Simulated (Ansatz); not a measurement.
Start from BeS in the zinc blende structure (space group F-43m, No. 216; a = 4.876 Å).

It is then changed as follows: cell and atoms relaxed at a pressure of 3 GPa.

Levels (all Ansatz, a quantum-chemistry and plane-wave program, PAW): PBE (420 eV, no SOC); HSE06+SOC (420 eV, spin-orbit coupling included).

The geometry is relaxed with PBE.

| Quantity | Result |
|---|---|
| PBE lowest conduction level above the VBM at special points | X 3.08 eV; U 4.34 eV; K 4.34 eV; Γ 5.64 eV |
| PBE valence-band top at Γ | 0.00, 0.00, 0.00 eV |

Problem. What does HSE06+SOC give at this geometry for the lowest conduction level above the VBM at special points and valence-band top at Γ?

Solution. The lowest conduction level above the VBM at special points goes from X 3.08 eV; U 4.34 eV; K 4.34 eV; Γ 5.64 eV to X 3.99 eV; U 5.33 eV; K 5.33 eV; Γ 6.82 eV; the valence-band top at Γ (three highest Kramers pairs, from the VBM) goes from 0.00, 0.00, 0.00 eV to 0.00, 0.00, -0.10 eV. The threefold valence maximum splits by Δso ≈ 0.10 eV.

Single points use the geometry relaxed with PBE. The hybrid gap comes from the SCF mesh plus the semilocal run's edge points and a few special points and is an upper bound. Differences between runs with and without spin-orbit coupling are approximate. The levels and masses belong to the bands next to the band gap. Load acts through the strain it causes; cell and atoms are relaxed under it. No phonon test of stability was made.
